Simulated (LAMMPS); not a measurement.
Simulation of Ni3Al (L1_2), 864 atoms, at 100 K and 0 GPa, heated as the crystal.

Computed with classical MD, pair style meam, file MoCoNiVFeAlCr_2nn.meam; code LAMMPS.

```json
{
 "state_found": "crystal; no diffusion seen in 30 ps",
 "density": "7.3847 ± 0.0001 g/cm³",
 "volume_per_atom": "11.4152 ± 0.0001 Å³",
 "enthalpy_per_atom": "-4.5879 ± 0.0001 eV",
 "first peak of g(r), Al-Ni": "2.53 Å, height 22.1",
 "coordination number of Al by Ni": "12.0 (counted to 3.42 Å)",
 "coordination number of Ni by Al": "4.00 (counted to 3.42 Å)",
 "first peak of g(r), Ni-Ni": "2.53 Å, height 13.0",
 "coordination number of Ni by Ni": "8.0 (counted to 3.06 Å)",
 "mean_frequency_of_the_velocity_spectrum": "7.5 THz",
 "cost": "roughly 10 core-minutes"
}
```

Potential: file MoCoNiVFeAlCr_2nn.meam of the LAMMPS distribution; its header cites Wang, J., Kwon, H., Kim, H.S. et al. A neural network model for high entropy alloy design. npj Comput Mater 9, 60 (2023).

States go by the mean squared displacement: a species diffuses where it passes 1.5 Å², still rises and gives D over 1e-6 cm²/s; a crystal has left its structure where atoms lie 0.35 Å off their sites on average or a cubic box changes its shape by 3 %.

The ± values are statistical; the model's systematic error is not in them.
